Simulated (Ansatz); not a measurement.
**A computed series for Si3N4: pressure series**

The reference is Si$_{3}$N$_{4}$ (space group Fd-3m, No. 227; a = 7.789 Å).

Cell and atoms are relaxed at each pressure.

Calculations: Ansatz (an electronic-structure program), PBE, PAW, cutoff 420 eV, scalar-relativistic without spin-orbit coupling.

Notes on the quantities. enthalpy: H = E + PV relative to the base's energy.

| variant | lattice parameter a | band gap | enthalpy |
|---|---|---|---|
| base | 7.789 Å | 3.34 eV | – |
| pressure −2 GPa | 7.807 Å | 3.32 eV | -0.11 eV/atom |
| pressure −1 GPa | 7.798 Å | 3.33 eV | -0.05 eV/atom |
| pressure 0.7 GPa | 7.783 Å | 3.35 eV | +0.04 eV/atom |
| pressure 1.5 GPa | 7.776 Å | 3.36 eV | +0.08 eV/atom |
| pressure 3 GPa | 7.763 Å | 3.38 eV | +0.16 eV/atom |
| pressure 5 GPa | 7.747 Å | 3.41 eV | +0.26 eV/atom |
| pressure 7.5 GPa | 7.726 Å | 3.44 eV | +0.39 eV/atom |
| pressure 10 GPa | 7.707 Å | 3.47 eV | +0.52 eV/atom |

Load acts through the strain it causes; cell and atoms are relaxed under it. Stability against distortions was not tested. Competing high-pressure phases were not computed.
